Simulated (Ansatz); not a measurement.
Consider MoS$_{2}$ in the 3R-MoS2 type structure (space group R3m, No. 160; a = 3.1752 Å, c = 18.5848 Å (hexagonal axes); layered, stacked along the Cartesian z axis).

Computed with DFT with r2SCAN+rVV10, PAW potentials and a 500 eV plane-wave cutoff in Ansatz (an electronic-structure program), without spin-orbit coupling.

One change was made to it. Results:

The band gap falls by 0.41 eV, from 1.02 eV to 0.61 eV; the lattice parameter a falls by 0.0476 Å, from 3.175 Å to 3.128 Å.

**Question.** Which change produced these results?
A. pressure 75 GPa
B. pressure 100 GPa
C. pressure 50 GPa
D. pressure 30 GPa
E. pressure 7 GPa

**Answer.** E, pressure 7 GPa. For comparison, the band gap in the other runs: pressure 75 GPa gives zero; pressure 100 GPa gives zero; pressure 50 GPa gives zero; pressure 30 GPa gives zero.

The mesh was chosen for an insulator and is coarse for the gapless case. Load acts through the strain it causes; cell and atoms are relaxed under it. No phonon test of stability was made. Competing high-pressure phases were not computed. All final runs are without spin polarisation. A zero or small gap of MoS2 under pressure 50 GPa and MoS2 under pressure 30 GPa can be the functional's error rather than a property of the material.
